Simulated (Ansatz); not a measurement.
System: LaN (model structure, started from the zincblende type, F-43m, No. 216, 2 atoms in the cell). Method: PBEsol (Ansatz, a program for electronic structure, PAW).

Numerical settings: plane-wave cutoff 520 eV, 10×10×10 k mesh, Fermi–Dirac smearing 0.01 eV, scalar-relativistic PAW data made under PBE.

Cell (relaxed with PBEsol):

```
CELL_PARAMETERS angstrom
      0.00000     2.77323     2.77323
      2.77323     0.00000     2.77323
      2.77323     2.77323     0.00000
ATOMIC_POSITIONS crystal
  N  0.75000 0.75000 0.75000
  La 0.00000 0.00000 0.00000
```

### Question
Give the computed band gap, smallest direct gap on the k points sampled and Γ–Γ gap.

### Answer

band gap: 1.07 eV
smallest direct gap on the k points sampled: 2.22 eV
Γ–Γ gap: 3.15 eV

Note: the relaxation could raise the start's symmetry but not lower it, so the cell can be a saddle point.

Spin–orbit coupling is not included.

The computed numbers hold no vibrational or temperature effects.

A model structure was made by putting elements into a prototype or built by hand; it is no filed structure, need not be a known phase, and can be a saddle point held by its symmetry.
